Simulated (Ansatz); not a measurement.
The (311) surface of bcc Li in its 1x1 cell, outermost plane spacing 0.52 Å in the ideal cut

Level of theory: PBE (plane waves to 420 eV, PAW; Ansatz, a first-principles code).

Model: 21-atom slab, 10.4 Å thick at the start (thin: gaps and levels are the slab's own), 8x5x1 mesh, Fermi-Dirac 0.1 eV, dipole correction, all atoms relaxed; held to the part of the start's symmetry that mesh and held atoms allow; no spin, no spin-orbit, no U.

```
Property                                              Value
-----------------------------------  ----------------------
surface energy (mean of both faces)              0.52 J/m^2
surface energy before relaxation                  0.55 J/m²
work function of the top face                       2.90 eV
energy released by relaxation                       0.13 eV
cost                                 roughly 4 core-minutes
```
